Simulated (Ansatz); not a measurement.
**BAs (model structure, started from the cinnabar type, P6₂22, No. 180, 6 atoms in the cell): volume per atom by level of theory**

No measured value is used here.

```
level (code)         value (Å³/atom)
-------------------  ---------------
PBE (Ansatz)                   12.92
PBEsol (Ansatz)                12.56
PBE-D3(BJ) (Ansatz)            12.52
```

Ansatz's density-functional and Hartree–Fock values are scalar-relativistic unless marked +SOC, with PAW data made under PBE.

A model structure was made by putting elements into a prototype or built by hand; it is no filed structure, need not be a known phase, and can be a saddle point held by its symmetry.

Ansatz is a first-principles code.
